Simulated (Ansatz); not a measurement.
The starting structures come from a database of crystals and need not be the phases stable at ambient conditions.

 Where the default PAW files enter, the runs use the earlier of Ansatz's two default sets.

Inside the gap of an insulator the Bloch states are evanescent, with a wavenumber k + iκ along the transport direction.

Data:

```
Pb2Ti4F2O9
1.0
    3.84346     0.00000     0.00000
    1.92173     7.51187     0.00000
    1.92173    -0.28260     7.60951
Ti Pb O F
4 2 9 2
Cartesian
  3.84346   0.45155   5.88367
  3.84346   6.77771   1.72584
  5.76519   5.09874   3.44711
  1.92173   2.13053   4.16240
  3.84346   2.45594   1.24568
  3.84346   4.77332   6.36383
  1.92173   0.92171   5.74442
  5.76519   6.30756   1.86509
  3.84346   1.87820   4.32220
  3.84346   5.35106   3.28731
  1.92173   0.00000   0.00000
  5.76519   3.83939   5.03445
  1.92173   3.38987   2.57506
  5.76519   6.44944   4.96216
  1.92173   0.77982   2.64735
  3.84346   2.46017   7.13924
  3.84346   4.76910   0.47027
```

Space group of this cell: C2/m. The cell is taken as given; by r2SCAN its mean pressure is -5.1 GPa.

Transport runs along the normal of the first two printed cell vectors.

The gap is the functional's own, uncorrected, and κ follows it; spin-orbit coupling is left out. Mid-gap values are interpolated between the computed energies.

State the band gap and the smallest decay constant κ at mid-gap according to r2SCAN in Ansatz (a first-principles code).

Gap 2.70 eV on a 8×8×8 mesh; κ = 0.393 1/Å, at (0.000, 0.500) of the in-plane reciprocal vectors. At the zone centre, at the nearest computed energy, the slowest state has κ = 0.40 1/Å.
